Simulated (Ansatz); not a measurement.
Consider PbO (space group P4/nmm, No. 129; a = 3.970 Å, c = 4.705 Å).

All numbers come from PBEsol-D3(BJ) (Ansatz, a quantum-chemistry and plane-wave program, PAW, spin-orbit coupling left out).

Before the change:

```
Property                         Value
-----------------------------  -------
Width of the top valence band  1.70 eV
```

The change: the cell is scaled by 0.9880 in all directions, atoms relaxed at fixed cell.

Q: What happens to the energy relative to the base?

A: The energy increases by 4.0 meV/atom.

Q: Predict the new width of the top valence band.

A: The width of the top valence band grows by 0.17 eV to 1.87 eV.

With Pb present, leaving out spin-orbit coupling can change the band edges. The levels and masses belong to the bands next to the band gap. The cells carry an imposed strain or load. No phonon test of stability was made.
